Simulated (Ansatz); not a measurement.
The parent structure is BeTe in the zinc blende structure (space group F-43m, No. 216; a = 5.664 Å).

Levels (all Ansatz, a first-principles code, PAW): PBE (420 eV, no spin-orbit coupling); r2SCAN (500 eV, no spin-orbit coupling); HSE06 (420 eV, scalar-relativistic without spin-orbit coupling); PBE+SOC (420 eV, spin-orbit coupling included).

At the geometry relaxed with PBE, these levels gave the following band gaps, in shuffled order: (a) 2.70 eV, (b) 1.74 eV, (c) 2.03 eV, (d) 2.38 eV.

Q: Match each gap to its level.

A: (a) HSE06; (b) PBE+SOC; (c) PBE; (d) r2SCAN.

Single points use the geometry relaxed with PBE. HSE06 was sampled on its mesh, a few special points and the semilocal edge points, so its gap is an upper bound. Differences between runs with and without spin-orbit coupling are approximate. With Te present, leaving out spin-orbit coupling can change the band edges. Stability against distortions was not tested.
